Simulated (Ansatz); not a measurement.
The reference is HfB₂ (space group P6/mmm, No. 191; a = 3.128 Å, c = 3.446 Å; relaxed with 0.1 eV smearing).

Method: DFT with PBEsol, PAW potentials and a 420 eV plane-wave cutoff in Ansatz (a first-principles code), no spin-orbit coupling.

For the base:

- Pressure = 0.0 GPa
- Band gap = zero

Perturbation: an isotropic linear strain of −0.64 %; the atoms relax in the strained cell.

Estimate the effect on the energy relative to the base.

The energy goes up by 3.0 meV/atom.

How does this affect the pressure?

The pressure (mean of the normal stresses, compression positive) goes from zero to 5.2 GPa.

What happens to the band gap?

The band gap remains zero.

No phonon test of stability was made. The final runs are not spin-polarised.
